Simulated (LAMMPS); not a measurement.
Quenches at 1e+13 K/s across the composition of Cu (fcc) with a share x of Cu sites Ta; each row starts from its own melt temperature.

All values are model results, not measurements: classical MD, pair style eam/alloy, file CuTa.eam.alloy; code LAMMPS.

```
x                     density  state
----  -----------------------  -----
0.1   9.51 g/cm³ (one sample)  glass
0.25  11.3 g/cm³ (one sample)  glass
0.5   13.6 g/cm³ (one sample)  glass
0.75  15.3 g/cm³ (one sample)  glass
0.9   16.1 g/cm³ (one sample)  glass
```
